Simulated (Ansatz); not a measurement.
Start from AlP in the zinc blende structure (space group F-43m, No. 216; a = 5.4703 Å). Axes: x, y, z lie along the cube axes.

All numbers come from PBEsol (Ansatz, a first-principles code; PAW; 420 eV plane waves; scalar-relativistic without spin-orbit coupling), earlier PAW set.

Base values:

| Property | Value |
|---|---|
| Smallest direct gap | 3.15 eV |
| Electron mass | 0.77 mₑ along k, 0.24 mₑ across (at X) |
| Valley order | X along ⟨100⟩ 1.45 eV; L along ⟨111⟩ 2.71 eV; Γ 3.15 eV |

Modification: uniaxial stress, 8 GPa tension along x, with the cell and atoms free to relax against it.

Task: Estimate the effect on the smallest direct gap, electron mass and valley order.

Result: The smallest direct gap decreases by 0.55 eV (3.15 eV → 2.60 eV); the electron mass changes from 0.77 mₑ along k, 0.24 mₑ across (at X) to 0.28 mₑ along x, 0.25 mₑ along y, 0.81 mₑ along z (at X); the valley order (the lowest conduction-band minima on the path, energy above the VBM, named in the base's zone) changes from X along ⟨100⟩ 1.45 eV; L along ⟨111⟩ 2.71 eV; Γ 3.15 eV to X along [001] 1.15 eV; X along [100] 1.70 eV; L along [1-11] 2.10 eV; Γ 2.60 eV.

Load acts through the strain it causes; cell and atoms are relaxed under it. Effective masses come from finite differences of ±0.01 Å⁻¹. Along k means along the line from Γ to the band edge. Stability under load was not tested beyond the relaxation.
